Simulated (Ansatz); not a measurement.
Start from MoS2 in the fluorite structure (space group Fm-3m, No. 225; a = 5.946 Å; ferromagnetic; a hypothetical phase, not in the database extracts checked; relaxed with 0.1 eV smearing). Axes: x, y, z lie along the cube axes.

Level of theory: PBE in Ansatz (plane waves to 420 eV, PAW, no SOC).

Perturbation: a pure shear with ε_xz = ε_zx = 0.0312, atoms relaxed at fixed cell.

### Question
Predict the new largest internal atomic displacement and stress.

### Answer
The largest internal atomic displacement amounts to 0.047 Å; the stress (xx, yy, zz, yz, xz, xy; compression positive) comes out as (-0.3, 0.5, -0.3, 0.0, -1.8, 0.0) GPa.

The magnetic state is the one reached from the starting moments; the real material's order can differ, and small cells can't hold many antiferromagnetic ones. The cells carry an imposed strain or load. Whether these cells are dynamically stable was not tested.

Ansatz is a program for electronic structure.
